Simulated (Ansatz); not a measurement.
ZnO: pressure series

Start from ZnO in the wurtzite structure (space group P6_3mc, No. 186; a = 3.1869 Å, c = 5.1526 Å).

Cell and atoms are relaxed at each pressure.

Calculations: Ansatz (a first-principles code), LDA, PAW, cutoff 420 eV, no spin-orbit coupling.

```csv
P (GPa),V (Å³/atom)
-2.00,11.476
-1.00,11.402
0.90,11.268
4.50,11.036
9.00,10.778
22.49,10.156
29.99,9.877
```

Problem. Fit a third-order Birch–Murnaghan equation of state.

Solution. Least squares on P(V) = (3B₀/2)[(V₀/V)^(7/3) − (V₀/V)^(5/3)]·[1 + (3/4)(B₀′ − 4)((V₀/V)^(2/3) − 1)] gives V₀ = 11.33 Å³/atom, B₀ = 161 GPa and B₀′ = 4.4.

Measured bulk modulus of ZnO: 143 GPa (temperature not stated; as listed in Cormac Toher et al., Physical Review Materials (2017)); the computed value is for a static lattice, so the two differ by thermal effects too.

Between the base and pressure 9 GPa the gap moves from 0.80 eV to 0.88 eV, a mean slope of 8.5 meV/GPa.

Load acts through the strain it causes; cell and atoms are relaxed under it. No phonon test of stability was made. Measured, ZnO leaves this structure (for rock salt) near 9.1 GPa (temperature not stated; as listed in Datta, Sujoy, Jana, Debnarayan, arXiv (2020)), on rising pressure, with hysteresis.
